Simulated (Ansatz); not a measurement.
Electronic density of states of amorphous selenium (Se65), density 4.34 g/cm³, on a 2×2×2 Γ-centred mesh with a Gaussian width of 0.1 eV; energies count from the Fermi level, whose place inside the gap is arbitrary. Cell and mesh are small, so fine structure isn't converged. Computed with PBE-D3(BJ), scalar-relativistic without spin-orbit coupling, PAW (Ansatz default set, large-core Se) (plane waves to 420 eV; Ansatz, a program for electronic structure). Sampling: a 2×2×2 Γ-centred mesh; Fermi-Dirac width 0.05 eV; no spin polarisation.

Preparation: random packing, an ab initio melt and quench, and a relaxation. It is a model cell: composition and starting density were chosen by hand, and all elements were melted together. The geometry includes D3(BJ) dispersion. Its density started from a set value of 4.21 and ended at 4.34 g/cm³. Cooling (nominally 24 K/ps over its main leg) ran many orders faster than in experiment, which tends to leave more defects and strain. One small periodic cell is one sample of the glass; other quenches scatter about these values. The volume was free in the relaxation, at fixed shape.

(E - EF (eV), states/(eV atom)): (-12.00, 0.33); (-11.90, 0.37); (-11.80, 0.24); (-11.70, 0.21); (-11.60, 0.29); (-11.50, 0.25); (-11.40, 0.26); (-11.30, 0.32); (-11.20, 0.33); (-11.10, 0.42); (-11.00, 0.48); (-10.90, 0.46); (-10.80, 0.53); (-10.70, 0.60); (-10.60, 0.55); (-10.50, 0.40); (-10.40, 0.11); (-10.30, 0.01); (-10.20, 0.00); (-10.10, 0.00); (-10.00, 0.00); (-9.90, 0.00); (-9.80, 0.00); (-9.70, 0.00); (-9.60, 0.00); (-9.50, 0.00); (-9.40, 0.00); (-9.30, 0.00); (-9.20, 0.00); (-9.10, 0.00); (-9.00, 0.00); (-8.90, 0.00); (-8.80, 0.00); (-8.70, 0.00); (-8.60, 0.00); (-8.50, 0.00); (-8.40, 0.00); (-8.30, 0.00); (-8.20, 0.00); (-8.10, 0.00); (-8.00, 0.00); (-7.90, 0.00); (-7.80, 0.00); (-7.70, 0.00); (-7.60, 0.00); (-7.50, 0.00); (-7.40, 0.00); (-7.30, 0.00); (-7.20, 0.00); (-7.10, 0.00); (-7.00, 0.00); (-6.90, 0.00); (-6.80, 0.00); (-6.70, 0.00); (-6.60, 0.00); (-6.50, 0.00); (-6.40, 0.00); (-6.30, 0.05); (-6.20, 0.26); (-6.10, 0.51); (-6.00, 0.60); (-5.90, 0.61); (-5.80, 0.67); (-5.70, 0.75); (-5.60, 0.79); (-5.50, 0.84); (-5.40, 0.77); (-5.30, 0.69); (-5.20, 0.69); (-5.10, 0.74); (-5.00, 0.80); (-4.90, 0.77); (-4.80, 0.75); (-4.70, 0.75); (-4.60, 0.77); (-4.50, 0.77); (-4.40, 0.77); (-4.30, 0.78); (-4.20, 0.76); (-4.10, 0.74); (-4.00, 0.70); (-3.90, 0.68); (-3.80, 0.71); (-3.70, 0.65); (-3.60, 0.54); (-3.50, 0.47); (-3.40, 0.40); (-3.30, 0.28); (-3.20, 0.21); (-3.10, 0.25); (-3.00, 0.42); (-2.90, 0.56); (-2.80, 0.60); (-2.70, 0.64); (-2.60, 0.69); (-2.50, 0.73); (-2.40, 0.80); (-2.30, 0.84); (-2.20, 0.87); (-2.10, 0.85); (-2.00, 0.87); (-1.90, 0.91); (-1.80, 0.92); (-1.70, 0.89); (-1.60, 0.82); (-1.50, 0.76); (-1.40, 0.85); (-1.30, 0.88); (-1.20, 0.86); (-1.10, 0.87); (-1.00, 0.79); (-0.90, 0.79); (-0.80, 0.81); (-0.70, 0.72); (-0.60, 0.47); (-0.50, 0.20); (-0.40, 0.06); (-0.30, 0.01); (-0.20, 0.00); (-0.10, 0.00); (0.00, 0.00); (0.10, 0.00); (0.20, 0.00); (0.30, 0.01); (0.40, 0.07); (0.50, 0.21); (0.60, 0.29); (0.70, 0.35); (0.80, 0.50); (0.90, 0.64); (1.00, 0.72); (1.10, 0.74); (1.20, 0.74); (1.30, 0.73); (1.40, 0.75); (1.50, 0.86); (1.60, 0.87)

The gap on this mesh is 0.90 eV; the broadening fills part of it in the curve.
